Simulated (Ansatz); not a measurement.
## SiGe: carrier doping

Start from SiGe in the wurtzite structure (space group P6_3mc, No. 186; a = 3.9041 Å, c = 6.4549 Å; a model cell, its experimental status unchecked).

Carriers are added at fixed cell with a uniform background; the Fermi–Dirac width is that of 300 K.

Calculations: Ansatz (a program for electronic structure) r2SCAN, scalar-relativistic without spin-orbit coupling.

Candidates:
(a) electrons 1.0×10^21 cm⁻³
(b) holes 1.0×10^21 cm⁻³
(c) holes 7.0×10^21 cm⁻³
(d) holes 3.0×10^21 cm⁻³

Notes on the quantities. Fermi level from band edge: Fermi level relative to the doped band's edge (positive inside the band; to 0.05 eV).

Q: Order them by Fermi level from band edge, highest first.

A: (c) holes 7.0×10^21 cm⁻³ (+1.35 eV), (d) holes 3.0×10^21 cm⁻³ (+0.90 eV), (b) holes 1.0×10^21 cm⁻³ (+0.55 eV), (a) electrons 1.0×10^21 cm⁻³ (+0.15 eV)

Charged cell with a jellium background: band edges are those of the host's band count, energies are not comparable with the neutral cell, and many-body gap narrowing is missing. Whether these cells are dynamically stable was not tested.
